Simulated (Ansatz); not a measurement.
Functionals compared on a constructed model of the (111) surface of fcc Cu, a pseudomorphic layer of Si in the host's stacking (bottom of the slab: a bare face, its two planes held), in Ansatz (plane waves, PAW). The structure was relaxed with PBE; the other rows are single points on it. Cutoff 420 eV (500 eV for r2SCAN).

Model: 7-atom slab, 12.6 Å thick at the start with caps and adatoms (thin: gaps and levels are the slab's own), 17x17x1 mesh, Fermi-Dirac 0.1 eV, dipole correction, 2 atoms held, the rest relaxed; start symmetry kept, larger cells not searched; no spin, no spin-orbit, no U. In PBE it is, or lies within 0.01 eV a 1x1 cell of, the lowest of the 2 structures of its composition computed so far; subsurface sites and larger cells were not tried. These notes are the PBE run's.

```json
[
 {"functional": "PBE", "work function of the top face (eV)": "4.33", "rough cost of the single point": "–"},
 {"functional": "RPBE", "work function of the top face (eV)": "4.25", "rough cost of the single point": "about 22 core-seconds (a rough figure)"},
 {"functional": "r2SCAN", "work function of the top face (eV)": "(withheld)", "rough cost of the single point": "very roughly 40 core-seconds"}
]
```

Problem. What belongs in the gaps?

Solution. 
- r2SCAN, work function of the top face (eV): 4.40

Ansatz is an electronic-structure program.
